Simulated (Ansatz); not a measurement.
Consider interstitial Na in beta Ga2O3, charge state +1. Calculation: PBE, PAW (plane waves to 420 eV; Ansatz, a first-principles code).

Settings: 160 host sites, the relaxed PBE lattice, the Γ point alone, smearing 0.01 eV, spin-restricted, no image-charge correction. No zero-point or tunnelling terms. The charge state is imposed; whether it is stable for some Fermi level was not computed. Sites that were not tried may lie lower.

Barriers: single points on a 2×2×2 k-point mesh shifted by half a step at the bands' geometries.

Relaxed starting cell (atoms counted from 1):

```
CELL_PARAMETERS angstrom
     12.45496     0.00000     0.00000
      0.00000    12.33368     0.00000
     -2.78275     0.00000    11.42039
ATOMIC_POSITIONS crystal
  Ga 0.09137 0.00017 0.40096
  Ga 0.06932 0.00016 0.88639
  Ga 0.09024 0.25003 0.39958
  Ga 0.08820 0.25115 0.89645
  Ga 0.09067 0.50017 0.39751
  Ga 0.08923 0.50017 0.89635
  Ga 0.09024 0.75031 0.39957
  Ga 0.08820 0.74918 0.89645
  Ga 0.42758 0.13268 0.10893
  Ga 0.40902 0.12515 0.59851
  Ga 0.40912 0.37784 0.10252
  Ga 0.40902 0.37511 0.60203
  Ga 0.40912 0.62251 0.10252
  Ga 0.40902 0.62521 0.60204
  Ga 0.42756 0.86767 0.10893
  Ga 0.40902 0.87517 0.59852
  Ga 0.14794 0.12812 0.16061
  Ga 0.15832 0.12544 0.65980
  Ga 0.15714 0.37552 0.15522
  Ga 0.15945 0.37537 0.65724
  Ga 0.15715 0.62481 0.15522
  Ga 0.15945 0.62496 0.65723
  Ga 0.14796 0.87221 0.16060
  Ga 0.15832 0.87490 0.65980
  Ga 0.34183 0.00016 0.33693
  Ga 0.35011 0.00017 0.83351
  Ga 0.34052 0.25062 0.34156
  Ga 0.34344 0.25097 0.84390
  Ga 0.33984 0.50016 0.34345
  Ga 0.34188 0.50017 0.84308
  Ga 0.34051 0.74970 0.34158
  Ga 0.34344 0.74937 0.84390
  O  0.12179 0.00017 0.05177
  O  0.16494 0.00017 0.55852
  O  0.15938 0.24809 0.05408
  O  0.16508 0.24952 0.55636
  O  0.16380 0.50016 0.05337
  O  0.16475 0.50017 0.55469
  O  0.15938 0.75223 0.05408
  O  0.16509 0.75082 0.55636
  O  0.33576 0.12444 0.44087
  O  0.34981 0.12557 0.94883
  O  0.33500 0.37466 0.44465
  O  0.33612 0.37515 0.94597
  O  0.33500 0.62565 0.44466
  O  0.33612 0.62520 0.94597
  O  0.33576 0.87588 0.44087
  O  0.34978 0.87479 0.94883
  O  0.17229 0.00017 0.28154
  O  0.17491 0.00017 0.79124
  O  0.17327 0.24878 0.28236
  O  0.17567 0.24801 0.78482
  O  0.17353 0.50017 0.28112
  O  0.17436 0.50017 0.78242
  O  0.17327 0.75156 0.28236
  O  0.17566 0.75233 0.78482
  O  0.32463 0.12074 0.20735
  O  0.32732 0.12393 0.71725
  O  0.32449 0.37374 0.21632
  O  0.32634 0.37460 0.71849
  O  0.32449 0.62660 0.21632
  O  0.32634 0.62573 0.71849
  O  0.32461 0.87961 0.20734
  O  0.32732 0.87641 0.71725
  O  0.50128 0.00017 0.13019
  O  0.49442 0.00016 0.62591
  O  0.50304 0.25855 0.13176
  O  0.49429 0.24989 0.62653
  O  0.49714 0.50017 0.12847
  O  0.49415 0.50016 0.62743
  O  0.50303 0.74181 0.13176
  O  0.49429 0.75044 0.62653
  O  0.00531 0.12471 0.37483
  O  0.99658 0.13018 0.86547
  O  0.00540 0.37501 0.37239
  O  0.00287 0.37578 0.87095
  O  0.00540 0.62532 0.37240
  O  0.00287 0.62455 0.87095
  O  0.00531 0.87563 0.37483
  O  0.99658 0.87015 0.86547
  Ga 0.59036 0.12522 0.39690
  Ga 0.59169 0.12697 0.89801
  Ga 0.58786 0.37530 0.39517
  Ga 0.59157 0.37627 0.89791
  Ga 0.58786 0.62503 0.39517
  Ga 0.59157 0.62408 0.89792
  Ga 0.59036 0.87511 0.39690
  Ga 0.59169 0.87338 0.89802
  Ga 0.90972 0.00016 0.10144
  Ga 0.90873 0.00017 0.60201
  Ga 0.90571 0.25358 0.10084
  Ga 0.91062 0.25007 0.60381
  Ga 0.90880 0.50017 0.10178
  Ga 0.91228 0.50017 0.60442
  Ga 0.90572 0.74676 0.10084
  Ga 0.91062 0.75027 0.60381
  Ga 0.66337 0.00017 0.15848
  Ga 0.65717 0.00016 0.65539
  Ga 0.66387 0.25306 0.15873
  Ga 0.65696 0.25130 0.65500
  Ga 0.66051 0.50017 0.15822
  Ga 0.65692 0.50016 0.65527
  Ga 0.66386 0.74728 0.15873
  Ga 0.65696 0.74903 0.65501
  Ga 0.84261 0.12544 0.34422
  Ga 0.83634 0.12701 0.84112
  Ga 0.84282 0.37592 0.34523
  Ga 0.83987 0.37602 0.84107
  Ga 0.84282 0.62442 0.34523
  Ga 0.83987 0.62431 0.84108
  Ga 0.84261 0.87490 0.34423
  Ga 0.83634 0.87332 0.84113
  O  0.66351 0.12656 0.05555
  O  0.66209 0.12549 0.55388
  O  0.66739 0.37671 0.05453
  O  0.66051 0.37554 0.55233
  O  0.66739 0.62365 0.05453
  O  0.66050 0.62479 0.55233
  O  0.66352 0.87379 0.05555
  O  0.66208 0.87484 0.55388
  O  0.83601 0.00017 0.44537
  O  0.83700 0.00017 0.94413
  O  0.83812 0.25023 0.44657
  O  0.83243 0.25190 0.94412
  O  0.83919 0.50017 0.44755
  O  0.83560 0.50017 0.94443
  O  0.83812 0.75011 0.44657
  O  0.83243 0.74843 0.94413
  O  0.67490 0.12620 0.28279
  O  0.67244 0.12579 0.78068
  O  0.67531 0.37682 0.28378
  O  0.67238 0.37609 0.78028
  O  0.67531 0.62352 0.28378
  O  0.67238 0.62425 0.78028
  O  0.67490 0.87414 0.28280
  O  0.67244 0.87454 0.78068
  O  0.82694 0.00017 0.21864
  O  0.82432 0.00017 0.71633
  O  0.82685 0.25207 0.21980
  O  0.82395 0.25175 0.71591
  O  0.82789 0.50017 0.21931
  O  0.82548 0.50017 0.71641
  O  0.82686 0.74826 0.21980
  O  0.82395 0.74858 0.71591
  O  0.98856 0.12880 0.13333
  O  0.99626 0.12445 0.62923
  O  0.99538 0.37580 0.12741
  O  0.99769 0.37458 0.62987
  O  0.99538 0.62454 0.12741
  O  0.99769 0.62576 0.62987
  O  0.98856 0.87153 0.13334
  O  0.99626 0.87589 0.62923
  O  0.50423 0.00016 0.36962
  O  0.50923 0.00017 0.87001
  O  0.50233 0.24935 0.36872
  O  0.50547 0.25155 0.87177
  O  0.50130 0.50016 0.36916
  O  0.50402 0.50017 0.87280
  O  0.50233 0.75098 0.36872
  O  0.50546 0.74880 0.87178
  Na 0.27668 0.00020 0.03277
```
Cell charge +1.

End state 1 differs by these moves (Å; atoms that move under 0.08 Å are left out):

```
atom  element     Δx     Δy     Δz
----  -------  -----  -----  -----
2          Ga   0.02   0.09   0.05
8          Ga  -0.18  -0.08  -0.07
9          Ga  -0.18  -0.08  -0.07
15         Ga   0.02   0.09   0.05
17         Ga   0.12  -0.03  -0.06
32         Ga   0.12  -0.03  -0.06
33          O   0.35   0.00  -0.01
39          O  -0.11  -0.03  -0.04
42          O  -0.11  -0.03  -0.04
48          O   0.35   0.00  -0.01
56          O  -0.03   0.03   0.08
57          O  -0.03   0.03   0.08
67          O  -0.07  -0.10  -0.04
78          O  -0.07  -0.10  -0.04
145         O   0.09  -0.03  -0.06
160         O   0.09  -0.03  -0.06
161        Na  -0.48  -1.54  -0.75
```

Problem. What is the computed forward and backward barriers to end state 1 (PBE, PAW)?

Solution. forward 0.29 eV, backward 0.29 eV; at the saddle point atom 161 has neighbours 2 Ga at 2.53; 2 O at 2.00, 2 O at 2.49, O at 2.60 Å. The saddle point's order was not checked, and it lies on a symmetry element of the cell, where a band can be held.
